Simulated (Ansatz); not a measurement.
Input:

End structure of a constructed model of the (110) surface of bcc Ta, a cell of two sites (a+b, b-a) surface alloy, Pb on one Ta site of the top plane (bottom of the slab: a bare face, its two planes held):

```xyz
12
Lattice="1.9162 2.7100 0.0000 -3.8325 2.7100 0.0000 0.0000 0.0000 28.0000" Properties=species:S:1:pos:R:3 pbc="T T T"
Ta     0.9581     1.3550     8.1687
Ta    -1.9162     1.3550     8.1687
Ta     0.0000     0.0000    10.5156
Ta    -0.9581     2.7100    10.5156
Ta     0.9581     1.3550    12.8431
Ta    -1.9162     1.3550    12.8630
Ta     0.0000     0.0000    15.1896
Ta    -0.9581     2.7100    15.2141
Ta     0.9581     1.3550    17.5574
Ta    -1.9162     1.3550    17.5051
Pb     0.0000     0.0000    20.4554
Ta    -0.9581     2.7100    19.6330
```

Model: 12-atom slab, 11.7 Å thick at the start, 11x8x1 mesh, Fermi-Dirac 0.1 eV, dipole correction, 4 atoms held, the rest relaxed; symmetry of the start imposed; no spin, no spin-orbit, no U. It is one candidate, not shown to be the stable structure of the face.

**Question.** What is the computed work function of the top face (PBE (Ansatz, a first-principles code))?

**Answer.** 3.96 eV
